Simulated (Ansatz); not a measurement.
## TiO2: strain along the normal

TiO2 (anatase, I4_1/amd, 11.666 Å³/atom at rest, c along z) under an equal strain ε in the (001) plane with the normal axis free, as in a coherent film. PBE in Ansatz, a plane-wave DFT program (PAW, default set), 420 eV, 12×12×12 Γ-centred mesh, Fermi-Dirac smearing 0.05 eV; ions are relaxed within the symmetry of each cell.

Here s stands for strain and y for normal strain.

```
strain (%)  normal strain (%)
----------  -----------------
-1.20                    1.87
-0.60                    0.91
0.00                     0.00
0.60                    -0.87
1.20                    -1.68
3.00                        ?
```

Fit y of the 5 rows that show it with a straight line. Means: s 0, y 0.046. About the means, the sum of products is -5.3280 and the sum of squares of s is 3.6000; the slope is their ratio. Least squares gives y = 0.046 - 1.4800·s. Residuals (row less fit): 0.048, -0.024, -0.046, -0.028, 0.050; standard error 0.053 (degrees of freedom: 3). The slope, -1.48 ± 0.03, is the elastic response of the normal axis, −2C13/C33.

What does the fit predict for y at s = 3.00, and how far is the calculated value from it?

y = 0.046 - 1.4800 × 3.0 = -4.394%. The calculation gives -3.83%, 0.564% above the prediction (9.9 % of the range of y in the table). The row lies outside the fitted rows, so this is an extrapolation. From the scatter of the fitted rows alone, a prediction at this place has a standard error of 0.101%, so the miss is 5.6 times that.

One order more, fitted to all 11 runs of the series, follows each within 0.03, so the miss is the next term of a smooth law. The primitive cell can neither tilt nor turn polar against its symmetry, as such crystals can under strain. TiO2 is here one of several forms; rutile is the usual stable one. Rows are the converged runs of the series near zero and its far end; series whose fitted rows scatter by over a few per cent of the range, as at a crossing or softening among them, aren't shown in this form. Most that stay on the fit to the last digits aren't either.
